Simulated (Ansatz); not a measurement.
We consider 1T (CdI2-type) MnBr₂, described by r²SCAN-D4 in Ansatz (plane waves, PAW).

Run with plane-wave cutoff 500 eV, 12×12×6 k mesh (along the axes of the cell as run), gaussian smearing 0.02 eV, spin-polarised start, scalar-relativistic PAW data made under PBE.

Computed at the level's own relaxed cell.

Estimate the volume per atom, lattice constant a, c axis length and band gap that the calculation returns.


volume per atom: 26.96 Å³/atom
lattice constant a: 3.850 Å
c axis length: 6.300 Å
band gap: 2.56 eV (on the SCF k mesh)

Note: the magnetic order was assumed, not searched for or taken from measurement.

Spin–orbit coupling is not included.

The computed numbers hold no vibrational or temperature effects.

Computing time: roughly 5 core-minutes.

Ansatz is a first-principles code.
